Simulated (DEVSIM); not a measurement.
Device: Mo/Al2O3/p-Si capacitor, at 250 K.

Layer 1 from the left is Al2O3, thickness (nm) 15.0. Layer 2 from the left is Si, thickness (nm) 450, Na (cm⁻³) 1.6e18.

Metal gate on the left, work function 4.6 eV. Fixed charge at the semiconductor interface 8.8e10 cm⁻² (in units of +e); interface traps 2e12 cm⁻² eV⁻¹, uniform in energy, neutral level at 0.3 of the gap above the valence band.

The device is made up for the run: typed textbook-type constants, with dimensions and the other settings drawn at random. Values at 300 K; Nc and Nv go as T^1.5, mobilities as T to minus their exponent, the gap by Varshni's rule with the affinity fixed.

Al2O3: gap (eV) 6.8, affinity (eV) 1.35, permittivity 9. Si: gap (eV) 1.124, affinity (eV) 4.05, permittivity 11.7, Nc (cm⁻³) 2.86e19, Nv (cm⁻³) 3.1e19, Varshni α (eV/K) 0.000473, Varshni β (K) 636.

DEVSIM, 1D Poisson equation in equilibrium, Boltzmann statistics, complete ionisation; no quantum confinement or tunnelling. Metal contacts follow the ideal Schottky-Mott rule: no Fermi-level pinning, no interface dipoles.

Problem. What does the simulation give for the minimum of the low-frequency capacitance, the flat-band voltage?

Solution. minimum of the low-frequency capacitance 0.304 μF/cm²; flat-band voltage -0.73 V.
